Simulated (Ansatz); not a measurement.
**WSe2: pressure series**

Start from WSe$_{2}$ in the 2H-MoS2 type structure (space group P6_3/mmc, No. 194; a = 3.2791 Å, c = 12.7861 Å; layered, stacked along the Cartesian z axis).

Cell and atoms are relaxed at each pressure.

Levels (all Ansatz, a quantum-chemistry and plane-wave program, PAW): PBE-D3(BJ) (420 eV, spin-orbit coupling left out); r2SCAN+rVV10 (500 eV, no SOC).

The base cell above is that of PBE-D3(BJ); each level relaxes its own structures.

```tsv
case	lattice parameter a, PBE-D3(BJ)	lattice parameter a, r2SCAN+rVV10
pressure −1 GPa	3.291 Å	3.311 Å
pressure 3 GPa	3.248 Å	3.270 Å
pressure 7 GPa	3.212 Å	3.236 Å
pressure 15 GPa	3.152 Å	3.179 Å
pressure 30 GPa	3.066 Å	3.094 Å
pressure 50 GPa	2.980 Å	3.008 Å
pressure 75 GPa	2.897 Å	2.926 Å
pressure 100 GPa	2.831 Å	2.860 Å
```

PBE-D3(BJ) lies below r2SCAN+rVV10 in every row, by 0.020 Å to 0.029 Å. They put the cases in the same order.

The mesh was chosen for an insulator and is coarse for the gapless case. Load acts through the strain it causes; cell and atoms are relaxed under it. No phonon test of stability was made. Competing high-pressure phases were not computed. All final runs are without spin polarisation.
